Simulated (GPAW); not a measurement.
**Parameter sweep on K3Ag (P1, 4 atoms in the cell)**

```xyz
4
Lattice="5.7778 0.0000 0.0000 0.0000 5.7778 0.0000 0.0000 0.0000 5.7778" Properties=species:S:1:pos:R:3 pbc="T T T"
K      2.8517    -0.0235     0.0015
K      0.0355     2.9000    -0.0150
K      0.0072    -0.0205     2.9019
Ag     2.8833     2.9218     2.8893
```

Base run A: LDA (Perdew-Wang 92), GPAW PAW datasets LDA (gpaw-data 1.0.1) run with GPAW, self-consistent single point.

Its settings: mode = pw; ecut = 550 eV; xc = LDA; kpts = 3 3 3; mesh shift (steps) = 0 0 0; occupations.name = fermi-dirac; occupations.width = 0.1 eV; nbands = -10; symmetry.symmorphic = false; symmetry.tolerance = 0.0005; maxiter = 120.

The starting cell comes from a database of computed structures (which also holds hypothetical and non-ambient phases and stackings), without a prior relaxation at this level. Its atoms were displaced at random from the sites of space group no. 221. Without a gap this mesh is coarse (it stands for a supercell whose shortest vector is 17 Å).

ΔF is the free energy per atom less that of run A. 

Runs:
- B: 2 x 1 x 1 supercell, mesh divided and rounded up; kpts: 3 3 3 → 2 3 3; nbands: -10 → -14
- C: 1 x 2 x 1 supercell, mesh divided and rounded up; kpts: 3 3 3 → 3 2 3; nbands: -10 → -14
- D: 1 x 1 x 2 supercell, mesh divided and rounded up; kpts: 3 3 3 → 3 3 2; nbands: -10 → -14
- E: 2 x 2 x 1 supercell at the zone centre alone; kpts: 3 3 3 → 1 1 1; nbands: -10 → -22
- F: 3 x 1 x 1 supercell, mesh divided to match; kpts: 3 3 3 → 1 3 3; nbands: -10 → -18

```
run  ΔF (meV/atom)  pressure (GPa)  largest force (eV/Å)  k-points  valence electrons
---  -------------  --------------  --------------------  --------  -----------------
A             0.00           -1.05                 0.067        14                 44
B             -9.2           -1.10                 0.066        10                 88
C             -9.2           -1.10                 0.066        10                 88
D             -9.2           -1.10                 0.066        10                 88
E           -212.5           -1.79                 0.067         1                176
F             0.00           -1.06                 0.066         5                132
```

Run C against A: The free energy falls by 9.2 meV/atom, the pressure hardly changes (-1.05 to -1.10 GPa) and the largest force moves little (0.067 to 0.066 eV/Å).

Run D against A: The free energy drops by 9.2 meV/atom, the pressure hardly changes (-1.05 to -1.10 GPa) and the largest force moves little (0.067 to 0.066 eV/Å).

Run B against A: The free energy goes down by 9.2 meV/atom, the pressure moves little (-1.05 to -1.10 GPa) and the largest force hardly changes (0.067 to 0.066 eV/Å).
